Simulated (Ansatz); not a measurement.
**TO(Γ) frequency of CsCl-type CuZn at several levels of theory**

No measured value is used here.

```csv
level (code),value (cm⁻¹),cell (Å³/atom)
LDA (Ansatz),217,11.82
BLYP (Ansatz),156,13.89
PBE (Ansatz),193,13.02
PBEsol (Ansatz),[?],12.30
PBE-D3(BJ) (Ansatz),216,12.33
r²SCAN (Ansatz),[?],12.44
r²SCAN+rVV10 (Ansatz),214,12.28
```

**Question.** What belongs in the gaps?

**Answer.** 
- PBEsol (Ansatz, a quantum-chemistry and plane-wave program), value (cm⁻¹): 210
- r²SCAN (Ansatz), value (cm⁻¹): 208

PBE-D3(BJ): the dispersion coefficients are held fixed in the derivatives. Each level is taken at its own relaxed cell. Cutoffs differ between the levels. Ansatz's density-functional and Hartree–Fock values are scalar-relativistic unless marked +SOC, with PAW data made under PBE.
